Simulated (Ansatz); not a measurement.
Base system: ZnSe in the zinc blende structure (space group F-43m, No. 216).

```
ZnSe
1.0
    0.00000     2.78375     2.78375
    2.78375     0.00000     2.78375
    2.78375     2.78375     0.00000
Zn Se
1 1
Direct
  0.00000   0.00000   0.00000
  0.25000   0.25000   0.25000
```

Cartesian axes are those of the cell as printed.

The values are results of LDA (Ansatz, a program for electronic structure, PAW, without spin-orbit coupling), not measurements.

Base values:

```
Property                 Value
-------------  ---------------
Electron mass  0.090 mₑ (at Γ)
Band gap               1.25 eV
```

Modification: the cell is stretched by 2.50 % along z with no lateral relaxation; the atoms relax in the strained cell.

How does this affect the electron mass?

The electron mass becomes 0.085 mₑ (at Γ) (base: 0.090 mₑ (at Γ)).

What happens to the band gap?

The band gap decreases by 0.14 eV to 1.11 eV.

Estimate the effect on the stress.

The stress (xx, yy, zz, yz, xz, xy; compression positive) comes out as (-1.35, -1.35, -2.37, 0.00, 0.00, 0.00) GPa.

Masses are band curvatures over ±0.01 Å⁻¹ around the edge. Whether these cells are dynamically stable was not tested.
